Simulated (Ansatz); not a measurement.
Consider the following.

```xyz
2
Lattice="2.7032 0.0000 0.0000 -1.3516 2.3410 0.0000 0.0000 0.0000 4.2369" Properties=species:S:1:pos:R:3 pbc="T T T"
Ru     0.0000     1.5607     1.0592
Ru     1.3516     0.7803     3.1777
```

Method: PBEsol, DFPT electron-phonon coupling, linearised Boltzmann equation (plane waves, PAW, scalar-relativistic; Ansatz, a first-principles code). Condition of this run: biaxial stress xx = yy = -3 GPa (compression positive) (the target of the relaxation). Geometry: relaxed with this functional, without spin-orbit coupling, then loaded as said.

**Question.** Predict λ, the logarithmic mean phonon energy and the superconducting Tc for μ* = 0.10 referred to 25 meV.

**Answer.** λ = 0.45, ħω_log = 24 meV, Tc 2.1 K from the anisotropic Eliashberg equations. μ* is a chosen number, and Tc is 3.0 K at 0.08 and below 1 K at 0.16.

A metal at this level (no band gap). The phonons are harmonic. Spin-orbit coupling is left out. Spin fluctuations, which work against superconductivity with these elements, are left out. For metals of groups 4 to 10, Tc at these values of μ* can lie well above the measured one. At a coupling this weak a few per cent in λ move Tc by tens of per cent. Halving the electron mesh (36x36x20) moves the coupling by up to 1 %, Tc by up to 2 %. Smearing 0.20 eV; phonons on a 6x6x3 q mesh, which this run doesn't test.
